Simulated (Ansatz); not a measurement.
An Ansatz (a first-principles code) run: Lu; PBEsol/PAW in Ansatz, no spin-orbit coupling.

Input:

Ansatz 0.2 input:
```yaml
crystal:
  lattice:
    - [3.4453239493, 0, 0]
    - [-1.7226619746, 2.9837380644, 0]
    - [0, 0, 5.3487247002]
  atoms:
    - { symbol: Lu, position: [0.3333333333, 0.6666666667, 0.25] }
    - { symbol: Lu, position: [0.6666666667, 0.3333333333, 0.75] }
basis: { ecutwfc: 420, ecutrho_ratio: 4, xc_grid: 2, fft_grid_basis: typed }
kpoints: { mp_grid: { grid: [16, 16, 9] } }
hamiltonian:
  xc: pbesol
  dispersion: none
  pseudopotentials: { kind: paw }
scf: { occupations: { method: fermi_dirac, width: 0.05 }, convergence: { dr2_threshold: 0.0000000002 } }
output: { forces: true, stress: true }
```

Output (explanatory and most iteration lines left out):

```
Pseudopotential: Lu, paw, valence charge 25
Crystal: 2 atoms, lattice volume = 54.985 Å³
Basis set: ecut = 420 eV, 1085 PW (Γ), exchange–correlation on 48×48×72 points (8 copies of the dense FFT grid, shifted against one another)
Bands: 31, of which v1, the nominal top of the filled ones, is band 25 counted from 1 (24 counted from 0)
Symmetry: 24 space group operations
Space group: P63/mmc (ITA 194), of the structure as read, at distance tolerance 3.8e-5 Å
k-points: 150 of 2304
Functional: x = pbesol(κ = 0.804, μ = 0.12345679012345678), c = pbesol(β = 0.046)
SCF iter   1: F=—  HF=-29222.990152 eV  |F-HF|=—  |Δ(HF+E_count)|=         —  Δρ=2.68e-3  dr2=3.62e-3  ethr=1.77e-3  ⟨swp⟩=5.3  Hψ=20229  notcnv=0
SCF iter   2: F=—  HF=-29222.982828 eV  |F-HF|=—  |Δ(HF+E_count)|=   7.32e-3  Δρ=1.97e-3  dr2=2.24e-3  ethr=7.23e-6  ⟨swp⟩=3.2  Hψ=12899  notcnv=0  defer=68
SCF 1 converged in 10 iterations: F = -29222.981444 eV  dr2 = 3.59e-12
SCF converged after 10 iterations
Free energy (F): -29222.981444 eV
Internal energy: -29222.955261 eV  (E = F + TS)
E sigma→0 (E₀):  -29222.968352 eV
Entropy (-TS):   -0.026183 eV (-13.092 meV/atom)
Fermi energy:    14.482632 eV
--- Forces (eV/Å), atoms counted from 1 ---
  atom   1  Lu     0.00000000     0.00000000     0.00000000
  atom   2  Lu     0.00000000    -0.00000000     0.00000000
--- Stress (GPa, compression-positive) ---
       -0.006554       0.000000       0.000000
        0.000000      -0.006554       0.000000
        0.000000       0.000000      -0.001831
  P = ⅓ Tr σ = -0.0050 GPa (-0.050 kbar)
```

Stability against distortions was not tested. The cell is Lu in the hcp (Mg type) structure (space group P6_3/mmc, No. 194).
